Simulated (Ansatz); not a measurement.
Base system: Rb in the bcc (W type) structure (space group Im-3m, No. 229; a = 5.675 Å; relaxed with 0.1 eV smearing).

Method: Ansatz (an electronic-structure program), PBE, PAW, cutoff 420 eV, no spin-orbit coupling.

For the base:

```
Property    Value
--------  -------
Pressure  0.0 GPa
```

Now apply this change: an isotropic linear strain of +1.00 %; the atoms relax in the strained cell.

### Question
What happens to the pressure and energy relative to the base?

### Answer
The pressure stays essentially unchanged (0.0 GPa against -0.1 GPa); the energy increases by 0.7 meV/atom.

No phonon test of stability was made. All final runs are without spin polarisation.
